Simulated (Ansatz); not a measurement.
The starting structures come from a database of crystals and need not be the phases stable at ambient conditions.

Inside the gap of an insulator the Bloch states are evanescent, with a wavenumber k + iκ along the transport direction.

Consider the following.

```
CsCl3Ge
1.0
    7.69363     0.00000     0.00000
    0.00000     9.53490     0.00000
    3.84682     3.17830     2.22096
Cs Ge Cl
1 1 3
Cartesian
  0.00000   0.01526   0.00000
  0.00000   4.61937   0.00000
  5.58533   6.54078   1.21723
  7.69363   3.36248   2.00746
  9.80194   6.54078   1.21723
```

Space group of this cell: R3m. The cell is taken as given.

Transport runs along the normal of the first two printed cell vectors, the (100) plane of the conventional cell.

The gap is the functional's own, uncorrected, and κ follows it; spin-orbit coupling is left out. Mid-gap values are interpolated between the computed energies.

### Question
Estimate the band gap and the smallest decay constant κ at mid-gap that r2SCAN run with Ansatz (a program for electronic structure) returns for this system.

### Answer
Gap 2.41 eV on a 14×14×14 mesh; κ = 0.204 1/Å, at (0.000, 0.500) of the in-plane reciprocal vectors. At the zone centre, at the nearest computed energy, the slowest state has κ = 0.26 1/Å.
